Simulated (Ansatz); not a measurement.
Start from TiO$_{2}$ in the anatase structure (space group I4_1/amd, No. 141).

```cif
data_O4Ti2
_chemical_formula_sum 'Ti2 O4'
_space_group_name_H-M_alt 'P 1'
_space_group_IT_number 1
_cell_length_a 5.46957
_cell_length_b 5.46957
_cell_length_c 5.46957
_cell_angle_alpha 139.684
_cell_angle_beta 139.684
_cell_angle_gamma 58.333
loop_
_space_group_symop_operation_xyz
  'x, y, z'
loop_
_atom_site_label
_atom_site_type_symbol
_atom_site_fract_x
_atom_site_fract_y
_atom_site_fract_z
_atom_site_occupancy
Ti1 Ti 0.75000 0.25000 0.50000 1
Ti2 Ti 0.00000 0.00000 0.00000 1
O1 O 0.95752 0.45752 0.50000 1
O2 O 0.79248 0.79248 0.00000 1
O3 O 0.54248 0.04248 0.50000 1
O4 O 0.20752 0.20752 0.00000 1
```

The values are results of PBEsol (Ansatz, a program for electronic structure, PAW, no SOC), not measurements.

One change was made to it. Results:

```
quantity                          base    after
-----------------------------  -------  -------
width of the top valence band  0.84 eV  0.85 eV
c/a ratio                        2.534    2.522
band gap                       2.11 eV  2.10 eV
```

Q: Which change produced these results?
A. pressure −1 GPa
B. pressure 10 GPa
C. pressure 5 GPa
D. pressure 1.5 GPa

A: D, pressure 1.5 GPa. For comparison, the c/a ratio in the other runs: pressure 10 GPa gives 2.450; pressure −1 GPa gives 2.542; pressure 5 GPa gives 2.493.

Load acts through the strain it causes; cell and atoms are relaxed under it. No phonon test of stability was made. No other phases were tried under pressure. The base started in C2/c and relaxed to I4_1/amd at this level. All final runs are without spin polarisation.
